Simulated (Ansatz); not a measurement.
A computed series for LiBr: point defects

The parent structure is a 16-atom supercell of LiBr in the rock salt structure (space group Fm-3m, No. 225; a = 5.511 Å) at its relaxed geometry.

One neutral defect a cell, atoms relaxed at fixed cell.

All numbers come from plane-wave PAW DFT at the PBE level (Ansatz, a quantum-chemistry and plane-wave program, 420 eV), no spin-orbit coupling.

Candidates:
(a) Li vacancy
(b) Br on a Li site (antisite)
(c) Br interstitial (started 2.15 Å from the nearest host atom)

Before the change:

The pressure is 0.0 GPa.

Question: Order them by pressure, highest first.

Answer: (c) Br interstitial (started 2.15 Å from the nearest host atom) (6.5 GPa), (b) Br on a Li site (antisite) (3.2 GPa), (a) Li vacancy (-0.3 GPa)

The magnetic state is the one reached from the starting moments; the real material's order can differ, and small cells can't hold many antiferromagnetic ones. The cell is small, so the values are those of an ordered compound at a high defect concentration; dilute-limit values will differ. The mesh was chosen for an insulator and is coarse for the gapless case. Starting moments died away, wholly or in part, for Br interstitial (started 2.15 Å from the nearest host atom); another magnetic solution may exist.
